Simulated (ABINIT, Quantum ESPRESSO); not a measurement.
A Quantum ESPRESSO input for a self-consistent single point of ZnS (P6_3mc, 4 atoms in the cell) (DFT, LDA (PZ), plane waves, PSlibrary PAW (LDA) pseudopotentials):

```fortran
&control
  calculation = 'scf'
  outdir = './work'
  pseudo_dir = './'
  tprnfor = .true.
  tstress = .true.
/
&system
  ibrav = 0
  nat = 4
  ntyp = 2
  ecutwfc = 50
  ecutrho = 300
  occupations = 'smearing'
  smearing = 'fd'
  degauss = 0.0036749
/
&electrons
  conv_thr = 1e-10
/
ATOMIC_SPECIES
Zn    65.3800  Zn.pz-dn-kjpaw_psl.1.0.0.UPF
S     32.0600  S.pz-n-kjpaw_psl.1.0.0.UPF
ATOMIC_POSITIONS crystal
Zn    0.33333333    0.66666667    0.00014000
Zn    0.66666667    0.33333333    0.50014000
S     0.33333333    0.66666667    0.37486000
S     0.66666667    0.33333333    0.87486000
K_POINTS automatic
8 8 5  0 0 0
CELL_PARAMETERS angstrom
   3.80579972     0.00000000     0.00000000
  -1.90289986     3.29591924     0.00000000
   0.00000000     0.00000000     6.23798000
```

Task: Translate this input to ABINIT.

Result: This is the input that was run; spellings and numerical settings could be chosen otherwise.

```
# ZnS, JTH v2.0 LDA PAW
pp_dirpath "./"
pseudos "Zn.LDA_PW-JTH.xml, S.LDA_PW-JTH.xml"
acell 3.8057997219 3.8057997219 6.2379800000 Angstrom
rprim
         1.0000000000    0.0000000170    0.0000000000
        -0.5000000147    0.8660253953    0.0000000000
         0.0000000000    0.0000000000    1.0000000000
natom 4
ntypat 2
znucl 30 16
typat 1 1 2 2
xred
         0.3333333333    0.6666666667    0.0001400000
         0.6666666667    0.3333333333    0.5001400000
         0.3333333333    0.6666666667    0.3748600000
         0.6666666667    0.3333333333    0.8748600000
ecut 816 eV
pawecutdg 1633 eV
pawxcdev 0
ixc 7
occopt 3
tsmear 0.05 eV
nband 24
kptopt 1
ngkpt 8 8 5
nshiftk 1
shiftk 0 0 0
nstep 60
tolvrs 1.0e-11
prtwf 0
prtden 0
prtvol 1
enunit 2
```

Basis, cutoffs, solver keys and any potentials are the target program's own. This input uses DFT, LDA (PW92), plane waves, PAW (JTH v2.0 LDA PAW). LDA parametrisations can differ slightly between programs. Both were run: pressure -4.75 GPa in Quantum ESPRESSO and -4.08 in ABINIT; largest force 0.005 eV/Å in Quantum ESPRESSO and 0.004 in ABINIT; gap on the mesh 1.950 eV in Quantum ESPRESSO and 1.952 in ABINIT.

On ABINIT: the starting cell comes from a database of computed structures (which also holds hypothetical and non-ambient phases and stackings), without a prior relaxation at this level. With a pressure of about -4 GPa the cell is away from its equilibrium volume at this level.

On Quantum ESPRESSO: the starting cell comes from a database of computed structures (which also holds hypothetical and non-ambient phases and stackings), without a prior relaxation at this level. With a pressure of about -5 GPa the cell is away from its equilibrium volume at this level.
